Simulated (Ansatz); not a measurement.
For ScSi (Cmcm), Ansatz (a first-principles code) with PBEsol, DFPT electron-phonon coupling, linearised Boltzmann equation gives a transport coupling λ_tr = 0.241 and a Drude plasma energy ħω_p = 2.34 eV along x (a = (1.97, -4.91, 0.00) Å; b = (1.97, 4.91, 0.00) Å; c = (0.00, 0.00, 3.64) Å).

**Question.** Estimate the resistivity at 300 K from the high-temperature formula ρ = 2π λ_tr k_B T / (ħ ε₀ ω_p²), and say how the full Boltzmann solution compares.

**Answer.** The scattering rate is 1/τ = 2π λ_tr k_B T/ħ = 5.95e13 s⁻¹ and ω_p = 3.56e15 s⁻¹, so ρ ≈ 53.1 μΩ·cm. The Boltzmann solution gives 44.9 μΩ·cm, 0.85 times the estimate; it lies lower because k_BT is not large against the phonon energies and the solution lets the distribution adjust.

A metal at this level (no band gap). Only scattering by harmonic phonons is included (no impurities, grain boundaries, electron-electron scattering or thermal expansion). Spin-orbit coupling is left out. The run warned that the eigensolver left some states short of its tolerance. Halving the electron mesh (24x24x24) moves the resistivity by up to 4 % at 300 K, the coupling by up to 3 %. Smearing 0.20 eV; phonons on a 4x4x4 q mesh, which this run doesn't test.

Computed structure with no diffraction record at hand here (it may be known, metastable or hypothetical): ScSi (Cmcm).
